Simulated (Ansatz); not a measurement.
# A computed series for hypothetical CdI2 type CeO2: thickness series

Start from CeO2 in the CdI2 type structure (space group P-3m1, No. 164; a = 3.5939 Å, c = 4.4104 Å; a hypothetical phase, not in the database extracts checked).

Free-standing slabs (3 atom(s) a layer) normal to the stacking axis with 15 Å of vacuum; in-plane cell relaxed.

All numbers come from plane-wave PAW DFT at the r2SCAN+rVV10 level (Ansatz, a quantum-chemistry and plane-wave program, 500 eV), no SOC.

Notes on the quantities. excess energy per area of both faces: slab less bulk energy over the cell's area: twice a surface energy.

| variant | thickness between the outermost nuclei | excess energy per area of both faces | gap character |
|---|---|---|---|
| 1 layer | 1.80 Å | 0.25 J/m² | indirect, K–Γ (40 % along) → Γ |
| 2 layers | 6.26 Å | 0.28 J/m² | indirect, K–Γ (33 % along) → Γ |
| 3 layers | 10.67 Å | 0.28 J/m² | indirect, k = (0, 0.364, 0) in the run's primitive reciprocal basis → Γ |
| 4 layers | 15.08 Å | 0.28 J/m² | indirect, k = (0, 0.364, 0) in the run's primitive reciprocal basis → Γ |

Slab and bulk use different k-meshes, which limits the precision of the excess energy. Whether these cells are dynamically stable was not tested. Seeded moments were not kept for the base. All final runs are without spin polarisation.
